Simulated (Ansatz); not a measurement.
Start from Nb₃Sn in the A15 (Cr3Si type) structure (space group Pm-3n, No. 223; a = 5.259 Å).

Method: plane-wave PAW DFT at the PBEsol level (Ansatz, a quantum-chemistry and plane-wave program, 420 eV), no SOC.

One change was made to it. Results:

```csv
quantity,base,after
band gap,zero,zero
density,9.08 g/cm³,9.33 g/cm³
```

Problem. Name the change that was made.
A) pressure 1.5 GPa
B) pressure −2 GPa
C) pressure 5 GPa

Solution. C, pressure 5 GPa. For comparison, the density in the other runs: pressure −2 GPa gives 8.97 g/cm³; pressure 1.5 GPa gives 9.15 g/cm³.

Load acts through the strain it causes; cell and atoms are relaxed under it. Stability against distortions was not tested. No other phases were tried under pressure. The final runs are not spin-polarised.
